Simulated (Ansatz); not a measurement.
The reference is BeS in the zinc blende structure (space group F-43m, No. 216).

```yaml
crystal:
  lattice:
    - [0.00000, 2.43431, 2.43431]
    - [2.43431, 0.00000, 2.43431]
    - [2.43431, 2.43431, 0.00000]
  atoms:
    - { symbol: Be, position: [0.00000, 0.00000, 0.00000] }
    - { symbol: S, position: [0.25000, 0.25000, 0.25000] }
```

Cartesian axes are those of the cell as printed.

The values are results of r2SCAN (Ansatz, an electronic-structure program), no spin-orbit coupling, not measurements.

Strains are applied to the cell and any free atomic positions relax; under biaxial strain the out-of-plane vector relaxes too.

One change was made to it. Results:

The pressure (mean of the normal stresses, compression positive) goes from zero to -0.66 GPa; the band gap decreases by 0.01 eV to 3.58 eV; the valence-band top at Γ (three highest levels, from the VBM) goes from 0.00, 0.00, 0.00 eV to 0.00, -0.04, -0.04 eV; the shortest interatomic distance remains 2.108 Å.

Task: Name the change that was made.
A) biaxial strain +1.67 %, plane normal [111], relaxed out of plane
B) biaxial strain +0.42 %, plane normal [111], relaxed out of plane
C) biaxial strain +1.25 %, plane normal [111], relaxed out of plane
D) biaxial strain +2.50 %, plane normal [111], relaxed out of plane
E) biaxial strain +0.83 %, plane normal [111], relaxed out of plane

Result: B, biaxial strain +0.42 %, plane normal [111], relaxed out of plane. For comparison, the valence-band top at Γ in the other runs: biaxial strain +2.50 %, plane normal [111], relaxed out of plane gives 0.00, -0.21, -0.21 eV; biaxial strain +0.83 %, plane normal [111], relaxed out of plane gives 0.00, -0.08, -0.08 eV; biaxial strain +1.25 %, plane normal [111], relaxed out of plane gives 0.00, -0.12, -0.12 eV; biaxial strain +1.67 %, plane normal [111], relaxed out of plane gives 0.00, -0.15, -0.15 eV.

No phonon test of stability was made.
